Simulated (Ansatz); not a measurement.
**How far to go with the plane-wave cutoff: AgSnF6 (P1, 8 atoms in the cell)**

```xyz
8
Lattice="5.1428 0.0000 0.0000 2.5279 4.5495 0.0000 0.0826 2.6433 5.0049" Properties=species:S:1:pos:R:3 pbc="T T T"
Ag     0.0000     0.0000     0.0500
Sn     2.6127     1.3217     2.5024
F      4.3711     4.4604     3.6096
F      3.3821     2.7324     1.3953
F      5.9803     4.4864     1.3015
F      1.7730     2.7064     3.7034
F      0.9763     1.3433     1.3231
F      6.7770     5.8496     3.6818
```
Moments meant for the start (each program seeds them in its own way; μB, in the order of the atoms Ag Sn F F F F F F): 1.0 0.0 0.0 0.0 0.0 0.0 0.0 0.0.

Method of the run: PBEsol, default PAW files made with PBE (plane waves; Ansatz, an electronic-structure program).

Base settings: basis.ecutwfc = 420 eV; kpoints.mp_grid.grid = 2 2 2; hamiltonian.xc = pbesol; hamiltonian.pseudopotentials = {kind: paw} (the program's default PAW files); magnetization.spin_polarized = true; scf.occupations.method = fermi_dirac; scf.occupations.width = 0.02 eV.

The second cell is the first with its lattice scaled by 0.98.

The mesh stays at the base's, so the ladder's end is converged at best in this setting alone.

The first pressure column holds Ansatz's estimate of the finite-basis (Pulay) stress, which hides part of the cutoff error; the other is without it.

Only quantities that move along the ladder and can be compared are tabulated.

The magnetic state is not the same in all runs (site moments differ, or a search went on to a lower state), so steps between rows are not convergence errors alone.

The count of work is k-points × plane waves × bands × iterations; it is no time. 

The starting cell comes from a database of computed structures (which also holds hypothetical and non-ambient phases and stackings), without a prior relaxation at this level. Its lattice was rescaled by up to half a per cent. One atom was moved a little off its site on purpose. With one magnetic atom in the cell only a parallel order is possible.

| basis.ecutwfc | free energy less the last step's (meV/atom) | energy of the compressed cell less the first (meV/atom) | pressure (GPa) | pressure without the Pulay estimate (GPa) | largest difference of a force vector from the last step's (eV/Å) | count of work / last |
|---|---|---|---|---|---|---|
| 145 eV | 45214.97 | -406.22 | -12.02 | -1256.22 | 8.907 | 0.053 |
| 170 eV | 23079.13 | -87.44 | 9.19 | -768.26 | 1.983 | 0.070 |
| 190 eV | 13221.33 | 179.39 | 10.98 | -501.43 | 3.362 | 0.092 |
| 210 eV | 7507.90 | 306.02 | 5.24 | -320.74 | 2.373 | 0.10 |
| 230 eV | 4295.47 | -44.16 | -0.16 | -205.72 | 0.944 | 0.11 |
| 250 eV | 2388.03 | 47.94 | -1.35 | -127.94 | 0.296 | 0.12 |
| 295 eV | 621.78 | 18.65 | -0.39 | -43.07 | 0.071 | 0.16 |
| 335 eV | 162.71 | 14.70 | -0.63 | -14.65 | 0.076 | 0.19 |
| 380 eV | 31.57 | 12.46 | -0.81 | -4.17 | 0.019 | 0.23 |
| 420 eV | 6.86 | 13.22 | -0.82 | -1.55 | 0.007 | 0.27 |
| 460 eV | 2.51 | 13.26 | -0.82 | -0.93 | 0.005 | 0.31 |
| 505 eV | 1.94 | 13.21 | -0.82 | -0.84 | 0.003 | 0.35 |
| 565 eV | 1.55 | 13.17 | -0.83 | -0.86 | 0.001 | 0.42 |
| 630 eV | 1.24 | 13.13 | -0.83 | -0.85 | 0.001 | 0.49 |
| 735 eV | 1.01 | 13.11 | -0.84 | -0.86 | 0.001 | 0.62 |
| 840 eV | 0.47 | 13.10 | -0.84 | -0.87 | 0.001 | 0.76 |
| 1010 eV | 0.00 | 13.08 | -0.84 | -0.85 | 0.000 | 1.0 |

Coarsest basis.ecutwfc that holds the free energy within 5 meV/atom of the last step, with all finer ones: 460 eV, at 0.31 of the last step's count of work; the step before is off by 6.9 meV/atom.

Coarsest basis.ecutwfc that holds the pressure within 0.1 GPa of the last step, with all finer ones: 380 eV, at 0.23 of the last step's count of work; the step before is off by 0.22 GPa.

Coarsest basis.ecutwfc that holds the pressure without the Pulay estimate within 0.5 GPa of the last step, with all finer ones: 460 eV, at 0.31 of the last step's count of work; the step before is off by 0.71 GPa.

The energy difference between the two cells stays within 1 meV/atom of the last step's from 380 eV on, the total only from 840 eV on: much of the error is common to both cells and cancels.

At the lowest cutoff the pressure without the Pulay estimate lies 1260 GPa under the last step's, the usual sign of Pulay stress in an incomplete plane-wave basis.

Keys are those of Ansatz 0.2.
